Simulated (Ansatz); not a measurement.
## Band gap of Ta2O5 (model structure, Pbam, No. 55, 14 atoms in the cell) at several levels of theory

No measured value is used here.

```tsv
level (code)	value (eV)	cell (Å³/atom)
LDA (Ansatz)	2.13	11.99
PBEsol (Ansatz)	(withheld)	12.28
PBEsol+SOC (Ansatz)	2.13 (direct)	12.28
r²SCAN (Ansatz)	2.69	12.31
r²SCAN+SOC (Ansatz)	2.64 (direct)	12.28
r²SCAN+rVV10 (Ansatz)	2.68	12.22
HSE06 (Ansatz)	(withheld)	12.28
```

### Question
Fill in the missing entries.

### Answer

- PBEsol (Ansatz, a program for electronic structure), value (eV): 2.17
- HSE06 (Ansatz), value (eV): 3.73

Computed values are for a static lattice. Levels without +SOC have no spin–orbit coupling; where heavier elements are present it shifts gaps, mostly down, and can invert bands.  PBEsol+SOC, r²SCAN+SOC: the gap is read on the k mesh or supercell of the run alone and can be too large. Values are at the level's own equilibrium cell; PBEsol+SOC at the PBEsol cell; r²SCAN+SOC at the PBEsol cell; HSE06 at the PBEsol cell. Cutoffs and k meshes differ between the levels. Ansatz's density-functional and Hartree–Fock values are scalar-relativistic unless marked +SOC, with PAW data made under PBE.

A model structure was made by putting elements into a prototype or built by hand; it is no filed structure, need not be a known phase, and can be a saddle point held by its symmetry.
